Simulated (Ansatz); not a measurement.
Defect migration in monoclinic HfO2 strained by -1.5 % along x and y, z held: O vacancy, charge state +2. These are PBE, PAW (plane waves to 420 eV; Ansatz, a quantum-chemistry and plane-wave program) values and carry that method's errors.

96-site cell at the strained lattice (strain from the relaxed PBE one, atoms relaxed), the Γ point alone, smearing 0.01 eV, spin-restricted, no finite-size correction. Energies are static. Spin-orbit coupling is left out. The charge state is imposed; whether it is stable for some Fermi level was not computed. Forms of the defect that were not tried may lie lower.

Barriers: single points on a 2×2×2 k-point mesh shifted by half a step at the bands' geometries.

Relaxed starting cell (atoms counted from 1):

```yaml
crystal:
  lattice:
    - [10.16820, 0.00000, 0.00000]
    - [0.00000, 10.26766, 0.00000]
    - [-1.76965, 0.00000, 10.55307]
  atoms:
    - { symbol: Hf, position: [0.14763, 0.24325, 0.34520] }
    - { symbol: Hf, position: [0.13912, 0.23041, 0.85416] }
    - { symbol: Hf, position: [0.13712, 0.73036, 0.35442] }
    - { symbol: Hf, position: [0.13812, 0.72852, 0.85567] }
    - { symbol: Hf, position: [0.63642, 0.23035, 0.35473] }
    - { symbol: Hf, position: [0.63756, 0.23040, 0.85417] }
    - { symbol: Hf, position: [0.63522, 0.72343, 0.35230] }
    - { symbol: Hf, position: [0.64048, 0.72891, 0.85426] }
    - { symbol: Hf, position: [0.36492, 0.27059, 0.14265] }
    - { symbol: Hf, position: [0.35852, 0.27314, 0.64579] }
    - { symbol: Hf, position: [0.36079, 0.77045, 0.14623] }
    - { symbol: Hf, position: [0.36475, 0.76905, 0.64703] }
    - { symbol: Hf, position: [0.86128, 0.26708, 0.14835] }
    - { symbol: Hf, position: [0.86251, 0.27074, 0.64567] }
    - { symbol: Hf, position: [0.86199, 0.77177, 0.14430] }
    - { symbol: Hf, position: [0.86257, 0.77289, 0.64462] }
    - { symbol: Hf, position: [0.36392, 0.48239, 0.39780] }
    - { symbol: Hf, position: [0.36244, 0.48009, 0.89585] }
    - { symbol: Hf, position: [0.35930, 0.97768, 0.39455] }
    - { symbol: Hf, position: [0.36421, 0.97797, 0.89865] }
    - { symbol: Hf, position: [0.86181, 0.47833, 0.39730] }
    - { symbol: Hf, position: [0.86108, 0.47722, 0.89628] }
    - { symbol: Hf, position: [0.84051, 0.97044, 0.39113] }
    - { symbol: Hf, position: [0.86171, 0.98024, 0.89501] }
    - { symbol: Hf, position: [0.13859, 0.01999, 0.10400] }
    - { symbol: Hf, position: [0.14356, 0.01130, 0.61772] }
    - { symbol: Hf, position: [0.13721, 0.52326, 0.10295] }
    - { symbol: Hf, position: [0.13807, 0.52305, 0.60452] }
    - { symbol: Hf, position: [0.63797, 0.02088, 0.10265] }
    - { symbol: Hf, position: [0.63520, 0.02335, 0.60577] }
    - { symbol: Hf, position: [0.64047, 0.52056, 0.10357] }
    - { symbol: Hf, position: [0.64129, 0.52042, 0.60614] }
    - { symbol: O, position: [0.03164, 0.09258, 0.92925] }
    - { symbol: O, position: [0.03362, 0.58543, 0.42274] }
    - { symbol: O, position: [0.03154, 0.58781, 0.92622] }
    - { symbol: O, position: [0.53062, 0.08730, 0.42513] }
    - { symbol: O, position: [0.53494, 0.08592, 0.92478] }
    - { symbol: O, position: [0.53563, 0.58337, 0.42623] }
    - { symbol: O, position: [0.53608, 0.58496, 0.92332] }
    - { symbol: O, position: [0.46790, 0.41438, 0.07429] }
    - { symbol: O, position: [0.46639, 0.41517, 0.57791] }
    - { symbol: O, position: [0.46635, 0.91418, 0.07734] }
    - { symbol: O, position: [0.46037, 0.91937, 0.57683] }
    - { symbol: O, position: [0.96954, 0.40710, 0.07860] }
    - { symbol: O, position: [0.96539, 0.41739, 0.57804] }
    - { symbol: O, position: [0.96871, 0.90895, 0.06944] }
    - { symbol: O, position: [0.96527, 0.92314, 0.56180] }
    - { symbol: O, position: [0.46419, 0.33630, 0.32508] }
    - { symbol: O, position: [0.46342, 0.33513, 0.82350] }
    - { symbol: O, position: [0.46393, 0.83404, 0.32759] }
    - { symbol: O, position: [0.46820, 0.83503, 0.82671] }
    - { symbol: O, position: [0.96481, 0.32164, 0.33764] }
    - { symbol: O, position: [0.96697, 0.33625, 0.82412] }
    - { symbol: O, position: [0.96856, 0.84996, 0.32214] }
    - { symbol: O, position: [0.97069, 0.84468, 0.81778] }
    - { symbol: O, position: [0.02847, 0.14653, 0.19486] }
    - { symbol: O, position: [0.03395, 0.16179, 0.66924] }
    - { symbol: O, position: [0.03210, 0.66356, 0.17647] }
    - { symbol: O, position: [0.03571, 0.66950, 0.67247] }
    - { symbol: O, position: [0.53657, 0.16632, 0.17313] }
    - { symbol: O, position: [0.52924, 0.16477, 0.67311] }
    - { symbol: O, position: [0.53227, 0.66171, 0.17446] }
    - { symbol: O, position: [0.53687, 0.66592, 0.67326] }
    - { symbol: O, position: [0.22551, 0.37498, 0.48905] }
    - { symbol: O, position: [0.22332, 0.37168, 0.98879] }
    - { symbol: O, position: [0.21864, 0.87275, 0.49099] }
    - { symbol: O, position: [0.22286, 0.87102, 0.99024] }
    - { symbol: O, position: [0.72264, 0.37032, 0.49009] }
    - { symbol: O, position: [0.72345, 0.37058, 0.98978] }
    - { symbol: O, position: [0.71704, 0.86900, 0.48737] }
    - { symbol: O, position: [0.72384, 0.87193, 0.98871] }
    - { symbol: O, position: [0.27709, 0.12836, 0.01040] }
    - { symbol: O, position: [0.24049, 0.12638, 0.50010] }
    - { symbol: O, position: [0.27680, 0.62847, 0.01114] }
    - { symbol: O, position: [0.27767, 0.63087, 0.51075] }
    - { symbol: O, position: [0.77842, 0.12860, 0.01233] }
    - { symbol: O, position: [0.77811, 0.12621, 0.50893] }
    - { symbol: O, position: [0.77897, 0.62831, 0.01097] }
    - { symbol: O, position: [0.77863, 0.62871, 0.51035] }
    - { symbol: O, position: [0.28047, 0.12292, 0.25884] }
    - { symbol: O, position: [0.27845, 0.12004, 0.76134] }
    - { symbol: O, position: [0.27548, 0.62129, 0.26115] }
    - { symbol: O, position: [0.27675, 0.62198, 0.76163] }
    - { symbol: O, position: [0.77563, 0.11738, 0.26267] }
    - { symbol: O, position: [0.77455, 0.12307, 0.76014] }
    - { symbol: O, position: [0.77783, 0.62059, 0.26104] }
    - { symbol: O, position: [0.78139, 0.62280, 0.76030] }
    - { symbol: O, position: [0.22232, 0.37889, 0.23820] }
    - { symbol: O, position: [0.22152, 0.37915, 0.73798] }
    - { symbol: O, position: [0.22231, 0.87903, 0.23985] }
    - { symbol: O, position: [0.22662, 0.87669, 0.74413] }
    - { symbol: O, position: [0.72645, 0.37691, 0.23961] }
    - { symbol: O, position: [0.72308, 0.37915, 0.74044] }
    - { symbol: O, position: [0.71816, 0.87467, 0.23834] }
    - { symbol: O, position: [0.72378, 0.87957, 0.73726] }
```
Cell charge +2.

End state 1 differs by these moves (Å; atoms that move under 0.08 Å are left out):

```csv
atom,element,Δx,Δy,Δz
1,Hf,-0.08,-0.04,0.24
7,Hf,0.06,0.07,0.04
13,Hf,-0.20,0.13,-0.08
23,Hf,0.22,0.10,0.05
25,Hf,0.11,-0.13,-0.09
26,Hf,-0.02,0.09,-0.14
31,Hf,-0.05,0.07,-0.01
33,O,-0.06,0.12,0.16
44,O,0.00,-0.07,-0.07
45,O,0.07,-0.12,-0.11
46,O,-0.07,0.20,0.19
47,O,0.00,-0.09,0.13
52,O,0.05,0.06,-0.27
54,O,-0.04,-0.17,0.06
55,O,-0.03,-0.01,0.11
56,O,-0.34,-0.59,2.37
57,O,-0.04,-0.04,0.10
59,O,-0.05,-0.07,0.04
73,O,0.37,0.04,0.12
80,O,-0.39,0.01,-0.09
84,O,0.03,0.07,-0.04
92,O,-0.09,0.05,-0.02
```

Question: What forward and backward barriers to end state 1 does PBE, PAW give?

Answer: forward 0.76 eV, backward 0.76 eV; at the saddle point atom 56 has neighbours Hf at 2.05, Hf at 2.17, Hf at 2.60; O at 2.62, O at 2.64, O at 2.65 Å. The saddle point's order was not checked.

End state 2 differs by these moves (Å; atoms that move under 0.08 Å are left out):

```tsv
atom	element	Δx	Δy	Δz
1	Hf	-0.19	-0.08	-0.05
7	Hf	0.07	0.03	0.01
10	Hf	0.11	0.07	0.15
13	Hf	-0.04	0.05	-0.07
16	Hf	-0.06	-0.04	0.03
19	Hf	0.11	-0.09	-0.05
23	Hf	0.22	0.10	0.03
26	Hf	-0.16	0.01	-0.07
33	O	0.06	-0.11	-0.08
44	O	-0.05	0.09	-0.02
46	O	-0.03	0.05	0.06
47	O	-0.08	-0.08	0.17
49	O	0.07	0.07	0.05
50	O	0.08	0.02	-0.07
52	O	-0.02	0.14	-0.16
54	O	-0.01	-0.13	0.07
55	O	-0.07	-0.11	0.07
56	O	0.08	0.19	-0.29
57	O	-0.04	0.01	0.08
64	O	0.10	-0.39	0.04
66	O	0.08	0.06	-0.01
73	O	-1.73	-0.43	-0.72
80	O	-0.06	-0.02	0.12
81	O	0.02	0.01	-0.15
94	O	0.08	0.05	0.01
```

Question: Predict the forward and backward barriers to end state 2 from PBE, PAW.

Answer: forward 0.87 eV, backward 0.14 eV; at the saddle point atom 73 has neighbours 2 Hf at 1.98 Å. The saddle point's order was not checked.

End state 3 differs by these moves (Å; atoms that move under 0.08 Å are left out):

```csv
atom,element,Δx,Δy,Δz
1,Hf,-0.12,-0.16,0.11
16,Hf,-0.12,-0.16,0.11
23,Hf,0.18,0.19,-0.09
26,Hf,0.18,0.19,-0.09
36,O,0.10,-0.07,-0.02
43,O,0.10,-0.07,-0.02
47,O,0.93,1.58,-1.30
52,O,0.02,0.09,-0.11
54,O,-0.04,-0.12,0.09
55,O,0.03,0.09,-0.13
56,O,0.03,0.09,-0.13
57,O,-0.04,-0.12,0.09
59,O,0.02,0.09,-0.11
70,O,0.41,0.05,0.13
73,O,0.41,0.05,0.13
84,O,-0.01,0.06,-0.07
91,O,-0.01,0.06,-0.07
```

Question: Predict the forward and backward barriers to end state 3 from PBE, PAW.

Answer: forward 1.04 eV, backward 1.04 eV; at the saddle point atom 47 has neighbours 2 Hf at 1.90 Å. The saddle point's order was not checked, and it lies on a symmetry element of the cell, where a band can be held.
